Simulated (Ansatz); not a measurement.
# Convergence study of the k-point mesh for a (110) slab of CoAl (cut from a parent of space group no. 221; 10 atoms in the cell)

```
CELL_PARAMETERS angstrom
      2.85142     0.00000     0.00000
      0.00000     4.03252     0.00000
      0.00000     0.00000    22.06500
ATOMIC_POSITIONS crystal
  Al 0.50000 0.25000 0.31724
  Co 0.00000 0.75000 0.31724
  Al 0.50000 0.75000 0.40862
  Co 0.00000 0.25000 0.40862
  Al 0.50000 0.25000 0.50000
  Co 0.00000 0.75000 0.50000
  Al 0.50000 0.75000 0.59137
  Co 0.00000 0.25000 0.59137
  Al 0.50000 0.25000 0.68276
  Co 0.00000 0.75000 0.68276
```

Method: PBEsol, default PAW files made with PBE (plane waves; Ansatz, a first-principles code).

Base settings: basis.ecutwfc = 30.9 Ry; kpoints.mp_grid.grid = 9 7 1; hamiltonian.xc = pbesol; hamiltonian.pseudopotentials = {kind: paw} (the program's default PAW files); scf.occupations.method = gaussian; scf.occupations.width = 0.0073 Ry.

Only quantities that move along the ladder and can be compared are tabulated.

The count of work is k-points × plane waves × bands × iterations; it is no time. Core times come from one kind of shared machine, to one figure; runs under 30 s give none.

The starting cell has typed, rounded lattice constants, without a prior relaxation at this level. The slab is cut from that crystal, and its faces are unrelaxed. Its lattice was rescaled by up to half a per cent. Spin polarisation is off.

| kpoints.mp_grid.grid | free energy less the last step's (meV/atom) | largest difference of a force vector from the last step's (eV/Å) | count of work / last | core time / last (rough) |
|---|---|---|---|---|
| 2 2 1 | 132.86 | 0.200 | 0.029 | – |
| 3 2 1 | -66.51 | 0.098 | 0.027 | – |
| 3 3 1 | -17.44 | 0.107 | 0.023 | – |
| 4 3 1 | 16.87 | 0.089 | 0.034 | – |
| 5 3 1 | 5.28 | 0.077 | 0.034 | – |
| 5 4 1 | -4.78 | 0.048 | 0.051 | – |
| 6 5 1 | -0.11 | 0.052 | 0.062 | – |
| 7 5 1 | -2.32 | 0.042 | 0.068 | – |
| 8 6 1 | 0.01 | 0.017 | 0.11 | – |
| 9 7 1 | 0.55 | 0.039 | 0.11 | – |
| 10 7 1 | 0.04 | 0.011 | 0.14 | – |
| 11 8 1 | 0.41 | 0.008 | 0.19 | – |
| 13 10 1 | 0.01 | 0.007 | 0.24 | – |
| 16 11 1 | -0.22 | 0.007 | 0.31 | 0.3 |
| 18 13 1 | 0.00 | 0.008 | 0.40 | 0.4 |
| 22 15 1 | 0.12 | 0.002 | 0.55 | 0.5 |
| 25 18 1 | 0.01 | 0.003 | 0.74 | 0.7 |
| 30 21 1 | 0.00 | 0.000 | 1.0 | 1 |

Coarsest kpoints.mp_grid.grid that holds the forces within 0.01 eV/Å of the last step, with all finer ones: 11 8 1, at 0.19 of the last step's count of work; the step before is off by 0.011 eV/Å.

Coarsest kpoints.mp_grid.grid that holds the free energy within 2 meV/atom of the last step, with all finer ones: 8 6 1, at 0.11 of the last step's count of work; the step before is off by 2.3 meV/atom.

Keys are those of Ansatz 0.2.
